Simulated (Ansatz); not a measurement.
Cost and result by functional for the adsorption energy of F on the 1x1 (111) surface of fcc Cu, one in a 2x2 cell, started at the site 'bridge Cu-Cu (span 2.6 Å)', in Ansatz (plane waves, PAW). Single points on the PBE structure, on one kind of machine; costs are rough ratios of the slab run's core time (references not counted) to the cheapest single point. r2SCAN's cost holds its higher cutoff (500 against 420 eV). Differences are taken against r2SCAN for comparison alone: no measured value is at hand, so the table doesn't rank accuracy.

Slab: 17 atoms, 6.2 Å thick at the start under the adsorbate (thin: gaps and levels are the slab's own); k 6x6x1, smearing 0.1 eV, dipole-corrected; 8 atoms held, the rest relaxed; held to the start's symmetry, so lower structures may exist; no spin, no spin-orbit, no U, no dispersion correction. At the end it is bonded to 2 Cu. In PBE this state lies 0.08 eV over the lowest of the starts that converged ('hollow Cu-Cu-Cu over Cu at depth 4.1 Å'). These notes are the PBE run's. Adsorption energies are against ½ F2(g). A negative adsorption energy means that the adsorbate is more stable on the surface than in its reference.

```csv
functional,relative cost,adsorption energy (eV),less r2SCAN (eV)
RPBE,1,-2.43,0.53
r2SCAN,2,-2.96,0.00
PBE (the relaxed run's value),–,-2.60,0.36
```

The values span 0.53 eV, while the single points' costs differ by a factor of roughly 2. Differences are of unrounded values.

Ansatz is a quantum-chemistry and plane-wave program.
